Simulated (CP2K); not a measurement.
CP2K run on Sn (R-3m, 2 atoms in the cell): self-consistent single point

Level of theory: revPBE, GPW, DZVP-MOLOPT-SR-GTH basis, GTH-PBE potentials (GTH_POTENTIALS) run with CP2K.

This input was run:

```
&GLOBAL
  PROJECT sn
  RUN_TYPE ENERGY_FORCE
  PRINT_LEVEL LOW
&END GLOBAL
&FORCE_EVAL
  METHOD Quickstep
  STRESS_TENSOR ANALYTICAL
  &DFT
    BASIS_SET_FILE_NAME BASIS_MOLOPT
    POTENTIAL_FILE_NAME GTH_POTENTIALS
    &QS
      METHOD GPW
      EPS_DEFAULT 1E-10
    &END QS
    &MGRID
      CUTOFF 400
      REL_CUTOFF 40
      NGRIDS 4
    &END MGRID
    &SCF
      SCF_GUESS ATOMIC
      EPS_SCF 1E-6
      MAX_SCF 100
      ADDED_MOS 4
      &DIAGONALIZATION
        ALGORITHM STANDARD
      &END DIAGONALIZATION
      &MIXING
        METHOD BROYDEN_MIXING
        ALPHA 0.3
        NBUFFER 10
        BETA 1
      &END MIXING
      &SMEAR ON
        METHOD MARZARI_VANDERBILT
        SIGMA [eV] 0.05
      &END SMEAR
    &END SCF
    &KPOINTS
      SCHEME MONKHORST-PACK 8 8 8
      GAMMA_CENTERED T
    &END KPOINTS
    &XC
      &XC_FUNCTIONAL
        &PBE
          PARAMETRIZATION REVPBE
        &END PBE
      &END XC_FUNCTIONAL
    &END XC
    &PRINT
      &MO
        EIGENVALUES T
        OCCUPATION_NUMBERS T
        NDIGITS 8
        FILENAME mo
        &EACH
          QS_SCF 0
        &END EACH
        ADD_LAST NUMERIC
      &END MO
      &MULLIKEN OFF
      &END MULLIKEN
    &END PRINT
  &END DFT
  &SUBSYS
    &CELL
      A 4.30780800 0.00000000 0.00000000
      B 2.50237500 3.50646900 0.00000000
      C 2.50237500 1.28843800 3.26117400
      PERIODIC XYZ
    &END CELL
    &COORD
      Sn       2.11897945     1.09103314     0.74204753
      Sn       7.19357855     3.70387386     2.51912647
    &END COORD
    &KIND Sn
      BASIS_SET DZVP-MOLOPT-SR-GTH
      POTENTIAL GTH-PBE-q4
    &END KIND
  &END SUBSYS
  &PRINT
    &FORCES ON
    &END FORCES
    &STRESS_TENSOR ON
    &END STRESS_TENSOR
  &END PRINT
&END FORCE_EVAL
```

Output (repeated stretches shortened):

```
 GLOBAL| Method name                                                        CP2K
 GLOBAL| Project name                                                         sn
 GLOBAL| Run type                                                   ENERGY_FORCE

 TOTAL NUMBERS AND MAXIMUM NUMBERS

  Total number of            - Atomic kinds:                                   1
                             - Atoms:                                          2
                             - Shell sets:                                     2
                             - Shells:                                        10
                             - Primitive Cartesian functions:                 10
                             - Cartesian basis functions:                     28
                             - Spherical basis functions:                     26

  Maximum angular momentum of- Orbital basis functions:                        2
                             - Local part of the GTH pseudopotential:          0
                             - Non-local part of the GTH pseudopotential:      4

 SCF PARAMETERS         Density guess:                                    ATOMIC
                        max_scf:                                             100
                        max_diis:                                              4
                        eps_scf:                                        1.00E-06
                        eps_diis:                                       1.00E-01
                        eps_eigval:                                     1.00E-05
                        level_shift [a.u.]:                             0.000000
                        added MOs                                         4    0
                        Mixing method:                            BROYDEN_MIXING
                                                charge density mixing in g-space
                        Smear method:                         MARZARI_VANDERBILT
                        Smearing width (sigma) [a.u.]:                  1.84E-03
                        Accuracy threshold:                             1.00E-10
                        No outer SCF

 Extrapolation method: initial_guess

 Number of electrons:                                                          8
 Number of occupied orbitals:                                                  4
 Number of molecular orbitals:                                                 8

 Number of orbital functions:                                                 26
 Number of independent orbital functions:                                     26

 SCF WAVEFUNCTION OPTIMIZATION

  Step     Update method      Time    Convergence         Total energy    Change
     1 NoMix/Diag. 0.30E+00      -     0.46142302        -7.1576704478 -7.16E+00
     2 Broy./Diag. 0.30E+00      -     0.00429884        -6.9810720062  1.77E-01
     3 Broy./Diag. 0.30E+00      -     0.01286233        -6.9352199756  4.59E-02
     4 Broy./Diag. 0.30E+00      -     0.00111161        -6.9424742281 -7.25E-03
     5 Broy./Diag. 0.30E+00      -     0.00130503        -6.9385552778  3.92E-03
     6 Broy./Diag. 0.30E+00      -     0.00012570        -6.9392419460 -6.87E-04
     7 Broy./Diag. 0.30E+00      -     0.00013691        -6.9404644837 -1.22E-03
     8 Broy./Diag. 0.30E+00      -     0.00000728        -6.9406137353 -1.49E-04
     9 Broy./Diag. 0.30E+00      -     0.00000471        -6.9406691390 -5.54E-05
    10 Broy./Diag. 0.30E+00      -     0.00000026        -6.9406750990 -5.96E-06

  *** SCF run converged in    10 steps ***

  Electronic density on regular grids:         -8.0000000000        0.0000000000
  Core density on regular grids:                7.9999999963       -0.0000000037
  Total charge density on r-space grids:       -0.0000000037
  Total charge density g-space grids:          -0.0000000037

  Overlap energy of the core charge distribution:               0.00000005316619
  Self energy of the core charge distribution:                -14.92071625911422
  Core Hamiltonian energy:                                      3.44865793069481
  Hartree energy:                                               6.69525867731311
  Exchange-correlation energy:                                 -2.16385383045690
  Smearing free energy correction:                             -0.00002167054805
  Fermi energy:                                                 0.21145159034850

  Total energy:                                                -6.94067509896939

 ENERGY| Total FORCE_EVAL ( QS ) energy [hartree]             -6.940677121721588

 FORCES| Atomic forces [hartree/bohr]
 FORCES|   Atom     x               y               z               |f|
 FORCES|      1  4.36969011E-02  2.24989637E-02  1.53022943E-02   5.14760405E-02
 FORCES|      2 -4.36969010E-02 -2.24989637E-02 -1.53022943E-02   5.14760405E-02
 FORCES| Sum     3.19928806E-11  5.73496806E-12  4.38686587E-12
 FORCES| Total atomic force                                       3.27975435E-11

 STRESS| Analytical stress tensor [bar]
 STRESS|                        x                   y                   z
 STRESS|      x        1.73772257450E+05  -3.22002647263E+04  -2.19007018837E+04
 STRESS|      y       -3.22002647263E+04   2.19731719891E+05  -1.12759446411E+04
 STRESS|      z       -2.19007018837E+04  -1.12759446411E+04   2.28642036749E+05
 STRESS| 1/3 Trace                                             2.07382004697E+05
```

The run converged in 10 iterations.

The starting cell was generated: these elements placed on a structure prototype, without a prior relaxation; it need not be a known phase or ordering of this composition. Values carry the incompleteness of an atom-centred basis. The potentials were made for another functional than the one used. With a pressure of about 21 GPa the cell is away from its equilibrium volume at this level. Forces in this geometry exceed 1 eV/Å.

Cost on one core of a shared machine: roughly 60 s.
